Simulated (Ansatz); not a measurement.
Worked example: self-consistent single point of SnSe2 (P3m1, 3 atoms in the cell) in Ansatz (a first-principles code).

Computed with LDA (PW92), default PAW files made with PBE (plane waves; Ansatz).

The change in words: lattice scaled by 0.98; kpoints.mp_grid.grid: 8 8 4 → 16 16 9. Reference geometry:
```
SnSe2
1.0
    1.89928    -3.28966     0.00000
    1.89928     3.28966     0.00000
    0.00000     0.00000     6.12158
Sn Se
1 2
Direct
  0.00000   0.00000   0.00817
  0.33333   0.66667   0.25000
  0.66667   0.33333   0.75000
```

Reference input (self-consistent single point, DFT, LDA (PW92), plane waves, default PAW files made with PBE): basis.ecutwfc = 420 eV; kpoints.mp_grid.grid = 8 8 4; hamiltonian.xc = lda; hamiltonian.pseudopotentials = {kind: paw} (the program's default PAW files); scf.occupations.method = fermi_dirac; scf.occupations.width = 0.05 eV. This run's input differs from it in these lines:

Ansatz 0.2 input:
```diff
@@ -2,5 +2,5 @@
   lattice:
-    - [1.899285, -3.289658, 0.000000]
-    - [1.899285, 3.289658, 0.000000]
-    - [0.000000, 0.000000, 6.121580]
+    - [1.861299, -3.223865, 0.000000]
+    - [1.861299, 3.223865, 0.000000]
+    - [0.000000, 0.000000, 5.999148]
   atoms:
@@ -13,3 +13,3 @@
   mp_grid:
-    grid: [8, 8, 4]
+    grid: [16, 16, 9]
 hamiltonian:
```

Output (repeated stretches shortened):

```
SCF iter   1: F=—  HF=-16646.877635 eV  |F-HF|=—  |Δ(HF+E_count)|=         —  Δρ=5.83e-3  dr2=1.11e-2  ethr=1.77e-3  ⟨swp⟩=6.4  Hψ=30016  notcnv=0
all-band conjugate gradients solve this SCF's bands
preconditioner: auto → Resta (q_TF=auto, 2.532 Å⁻¹)
SCF iter   2: F=—  HF=-16646.872478 eV  |F-HF|=—  |Δ(HF+E_count)|=   5.16e-3  Δρ=2.72e-3  dr2=2.50e-3  ethr=2.40e-5  ⟨swp⟩=2.0  Hψ=12483  notcnv=0  defer=40
   [... lines left out ...]
SCF iter   4: F=—  HF=-16646.871817 eV  |F-HF|=—  |Δ(HF+E_count)|=   1.58e-5  Δρ=9.89e-5  dr2=1.13e-5  ethr=2.97e-7  ⟨swp⟩=2.0  Hψ=8197  notcnv=0  defer=40
SCF iter   5: F=—  HF=-16646.871815 eV  |F-HF|=—  |Δ(HF+E_count)|=   1.27e-6  Δρ=2.83e-5  dr2=7.41e-7  ethr=2.45e-8  ⟨swp⟩=2.0  Hψ=10633  notcnv=0  defer=40
SCF iter   6: F=—  HF=-16646.871815 eV  |F-HF|=—  |Δ(HF+E_count)|=   2.04e-8  Δρ=1.04e-5  dr2=1.24e-7  ethr=2.17e-10  ⟨swp⟩=7.5  Hψ=29460  notcnv=0
SCF iter   7: F=-16646.871815 eV  HF=-16646.871815 eV  |F-HF|=1.84e-9  |Δ(HF+E_count)|=   2.59e-8  Δρ=3.02e-6  dr2=1.11e-8  ethr=2.17e-10  ⟨swp⟩=4.0  Hψ=21779  notcnv=0
SCF 1 converged in 7 iterations: F = -16646.871815 eV  dr2 = 1.11e-8
Free energy (F): -16646.871815 eV
Internal energy: -16646.871779 eV  (E = F + TS)
E sigma→0 (E₀):  -16646.871797 eV
Entropy (-TS):   -0.000036 eV (-0.012 meV/atom)
Fermi energy:    9.253126 eV
--- Forces (eV/Å), atoms counted from 1 ---
  atom   1  Sn     0.00000000    -0.00000000    -0.88171408
  atom   2  Se     0.00000000     0.00000000     1.59556267
  atom   3  Se     0.00000000     0.00000000    -0.71387626
--- Stress (GPa, compression-positive) ---
        6.147592       0.000000       0.000000
        0.000000       6.147592      -0.000000
        0.000000       0.000000       7.232878
  P = ⅓ Tr σ = 6.5094 GPa (65.094 kbar)
  The stress holds the Pulay correction. Without it, at fixed plane waves, as pw.x and ABINIT print it: P = 6.4502 GPa
```

The run converged in 7 iterations. Against the reference run the free energy goes up by 34.3 meV/atom, the pressure goes from 1.27 to 6.51 GPa, the largest force goes from 0.904 to 1.596 eV/Å and the gap on the mesh goes from 0.680 to 0.605 eV.

The starting cell has typed, rounded lattice constants, without a prior relaxation at this level. Its lattice was rescaled by up to half a per cent. One atom was moved a little off its site on purpose. For this run, on top of that: lattice scaled by 0.98. With a pressure of about 7 GPa the cell is away from its equilibrium volume at this level. Forces in this geometry exceed 1 eV/Å. Ansatz's pressure includes its estimate of the finite-basis (Pulay) stress.

Cost on one core of a shared machine: roughly 50 s.
